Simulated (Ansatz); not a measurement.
Worked example: self-consistent single point of SrGe₂Ru₂ (I4mm, 5 atoms in the cell) in Ansatz (a quantum-chemistry and plane-wave program).

Computed with LDA (PW92), harder PAW files (source: ansatz) made with PBE (plane waves; Ansatz).

The change in words: lattice scaled by 0.98; basis.ecutwfc: 420 eV → 985 eV; hamiltonian.pseudopotentials: {kind: paw} (the program's default PAW files) → {kind: paw, source: ansatz}. Reference geometry:
```yaml
crystal:
  lattice:
    - [-2.15004, 2.15004, 5.14129]
    - [2.15004, -2.15004, 5.14129]
    - [2.15004, 2.15004, -5.14129]
  atoms:
    - { symbol: Sr, position: [0.00486, 0.00486, 0.00000] }
    - { symbol: Ge, position: [0.64218, 0.64218, 0.00000] }
    - { symbol: Ge, position: [0.35782, 0.35782, 0.00000] }
    - { symbol: Ru, position: [0.75000, 0.25000, 0.50000] }
    - { symbol: Ru, position: [0.25000, 0.75000, 0.50000] }
```

Reference input (self-consistent single point, DFT, LDA (PW92), plane waves, default PAW files made with PBE): basis.ecutwfc = 420 eV; kpoints.mp_grid.grid = 5 5 5; hamiltonian.xc = lda; hamiltonian.pseudopotentials = {kind: paw} (the program's default PAW files); scf.occupations.method = fermi_dirac; scf.occupations.width = 0.1 eV. This run's input differs from it in these lines:

Ansatz 0.2 input:
```diff
@@ -2,5 +2,5 @@
   lattice:
-    - [-2.150036, 2.150036, 5.141289]
-    - [2.150036, -2.150036, 5.141289]
-    - [2.150036, 2.150036, -5.141289]
+    - [-2.107035, 2.107035, 5.038463]
+    - [2.107035, -2.107035, 5.038463]
+    - [2.107035, 2.107035, -5.038463]
   atoms:
@@ -12,3 +12,3 @@
 basis:
-  ecutwfc: 420.0
+  ecutwfc: 985.0
 kpoints:
@@ -17,3 +17,3 @@
   xc: lda
-  pseudopotentials: { kind: paw }
+  pseudopotentials: { kind: paw, source: ansatz }
 scf:
```

Log, with long lists cut:

```
SCF iter   1: F=—  HF=-23409.081898 eV  |F-HF|=—  |Δ(HF+E_count)|=         —  Δρ=1.41e-1  dr2=3.09e1  ethr=3.10e-3  ⟨swp⟩=8.7  Hψ=3578  notcnv=0
all-band conjugate gradients solve this SCF's bands
preconditioner: auto → Kerker (q_TF=auto, 2.619 Å⁻¹)
SCF iter   2: F=—  HF=-23404.812101 eV  |F-HF|=—  |Δ(HF+E_count)|=    4.27e0  Δρ=4.79e-2  dr2=2.88e0  ethr=3.10e-3  ⟨swp⟩=4.0  Hψ=1862  notcnv=0
   [... lines left out ...]
SCF iter   7: F=—  HF=-23404.217403 eV  |F-HF|=—  |Δ(HF+E_count)|=   6.98e-5  Δρ=1.55e-4  dr2=3.35e-5  ethr=3.52e-7  ⟨swp⟩=2.2  Hψ=1271  notcnv=0  defer=2
SCF iter   8: F=—  HF=-23404.217740 eV  |F-HF|=—  |Δ(HF+E_count)|=   3.36e-4  Δρ=3.69e-5  dr2=3.09e-6  ethr=4.78e-8  ⟨swp⟩=2.1  Hψ=1293  notcnv=0  defer=2
SCF iter   9: F=—  HF=-23404.217739 eV  |F-HF|=—  |Δ(HF+E_count)|=   7.14e-7  Δρ=1.36e-5  dr2=4.79e-7  ethr=4.42e-9  ⟨swp⟩=2.0  Hψ=1143  notcnv=0  defer=2
SCF iter  10: F=-23404.217739 eV  HF=-23404.217739 eV  |F-HF|=1.79e-8  |Δ(HF+E_count)|=   1.15e-7  Δρ=3.87e-6  dr2=1.51e-8  ethr=1.43e-10  ⟨swp⟩=10.6  Hψ=4535  notcnv=0
SCF 1 converged in 10 iterations: F = -23404.217739 eV  dr2 = 1.51e-8
Free energy (F): -23404.217739 eV
Internal energy: -23404.156985 eV  (E = F + TS)
E sigma→0 (E₀):  -23404.187362 eV
Entropy (-TS):   -0.060754 eV (-12.151 meV/atom)
Fermi energy:    15.129401 eV
--- Forces (eV/Å), atoms counted from 1 ---
  atom   1  Sr     0.00000000    -0.00000000    -0.23185623
  atom   2  Ge     0.00000000    -0.00000000    -0.70541080
  atom   3  Ge    -0.00000000     0.00000000     0.79559406
  atom   4  Ru     0.00000000    -0.00000000     0.07083970
  atom   5  Ru    -0.00000000    -0.00000000     0.07083970
--- Stress (GPa, compression-positive) ---
        5.788904       0.000000      -0.000000
        0.000000       5.788904      -0.000000
       -0.000000       0.000000       3.640851
  P = ⅓ Tr σ = 5.0729 GPa (50.729 kbar)
  The stress holds the Pulay correction. Without it, at fixed plane waves, as pw.x and ABINIT print it: P = 5.0440 GPa
```

The run converged in 10 iterations. Against the reference run the pressure goes from -3.76 to 5.07 GPa and the largest force goes from 0.181 to 0.796 eV/Å.

The starting cell comes from a database of computed structures (which also holds hypothetical and non-ambient phases and stackings), without a prior relaxation at this level. Its lattice was rescaled by up to half a per cent. One atom was moved a little off its site on purpose. For this run, on top of that: lattice scaled by 0.98. Spin polarisation is off. Ansatz's pressure includes its estimate of the finite-basis (Pulay) stress.
